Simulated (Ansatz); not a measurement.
Hypothetical CdI2 type MnF2: pressure series

The reference is MnF2 in the CdI2 type structure (space group P-3m1, No. 164; ferromagnetic; a hypothetical phase, not in the database extracts checked; layered, stacked along the Cartesian z axis).

```
MnF2
1.0
    3.28015     0.00000     0.00000
   -1.64008     2.84070     0.00000
    0.00000     0.00000     4.15495
Mn F
1 2
Direct
  0.00000   0.00000   0.00000
  0.33333   0.66667   0.22818
  0.66667   0.33333   0.77182
```

Cell and atoms are relaxed at each pressure.

All numbers come from PBEsol-D3(BJ) (Ansatz, a quantum-chemistry and plane-wave program), no SOC.

Candidates:
(a) pressure 75 GPa
(b) pressure −1 GPa
(c) pressure 7 GPa
(d) pressure 50 GPa

For the base:

| Quantity | Result |
|---|---|
| c/a ratio | 1.267 |

Question: Order them by c/a ratio, lowest first.

Answer: (a) pressure 75 GPa (0.776), (d) pressure 50 GPa (0.804), (c) pressure 7 GPa (1.116), (b) pressure −1 GPa (1.337)

The mesh was chosen for an insulator and is coarse for the gapless case. From pressure 50 GPa on, the axis ratios lie over 15 % from the base's, so the cell there is far from its starting form. Load acts through the strain it causes; cell and atoms are relaxed under it. No phonon test of stability was made. No other phases were tried under pressure. No Hubbard U is applied and the magnetic state is the run's own (MnF2 ferromagnetic); other magnetic orders, which need larger cells, were not tried and can change the gap. The program warned that a D3 coordination switch lies within reach, so dispersion energies are less smooth here.
